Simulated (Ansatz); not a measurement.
The starting structures come from a database of crystals and need not be the phases stable at ambient conditions.

Inside the gap of an insulator the Bloch states are evanescent, with a wavenumber k + iκ along the transport direction.

Consider the following.

```
YZnOP
1.0
    6.76814     0.00000     0.00000
    2.25605    10.16376     0.00000
    3.38407     0.00000     1.95379
Y Zn P O
2 2 2 2
Direct
  0.62019   0.13943   0.00000
  0.37981   0.86057   0.00000
  0.80378   0.58865   0.00000
  0.19622   0.41135   0.00000
  0.11191   0.66428   0.00000
  0.88809   0.33572   0.00000
  0.69472   0.91583   0.00000
  0.30528   0.08417   0.00000
```

Space group of this cell: R-3m. The cell is taken as given; by r2SCAN its mean pressure is -2.8 GPa.

Transport runs along the normal of the first two printed cell vectors, the (110) plane of the conventional cell.

No gap correction and no spin-orbit coupling; mid-gap values are interpolated between computed energies.

Problem. Predict the band gap and the smallest decay constant κ at mid-gap from r2SCAN (Ansatz, a first-principles code).

Solution. Gap 1.63 eV on a 16×16×16 mesh; κ = 0.150 1/Å, at (0.000, 0.500) of the in-plane reciprocal vectors. At the zone centre, at the nearest computed energy, the slowest state has κ = 0.16 1/Å.
